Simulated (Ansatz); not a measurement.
AlBiO₃ (model structure, from the tetragonal perovskite type, P4mm, No. 99) was calculated with G0W0@PBEsol in Ansatz (plane waves, hard PAW, contour deformation).

The cell is the one relaxed with PBEsol. Conventional cell: a = 3.6282 Å, b = 3.6282 Å, c = 4.4470 Å, α = 90.00°, β = 90.00°, γ = 90.00°.

The quasiparticle gap at Γ at a fixed k mesh 2×2×2:

| response cutoff | value (eV) |
|---|---|
| 150 eV, 449 empty bands | 6.816 |
| 200 eV, 691 empty bands | 6.884 |
| 250 eV, 965 empty bands | 6.926 |
| 300 eV, 1269 empty bands | 6.958 |

### Question
Taking the value to converge with the response cutoff E as E^(−3/2), extrapolate from the last two rows.

### Answer
With y = y∞ + c/w and weights w = 3953 and 5196 for the last two rows, y∞ = (w2 y2 − w1 y1)/(w2 − w1) = (5196 × 6.958 − 3953 × 6.926)/1243 = 7.060 eV, which lies 0.102 beyond the last row. Successive pairs of rows give 7.010, 7.032, 7.060. The limit also hangs on the law assumed, so its last digits aren't firm.

The other settings are not extrapolated, so this is the limit in one setting alone.

The smallest gap on this mesh is 2.69 eV, away from Γ.

Spin–orbit coupling is not included; with these elements it can move the gap by several tenths of an eV or more.

A model structure was made by putting elements into a prototype or built by hand; it is no filed structure, need not be a known phase, and can be a saddle point held by its symmetry.

Ansatz is a first-principles code.
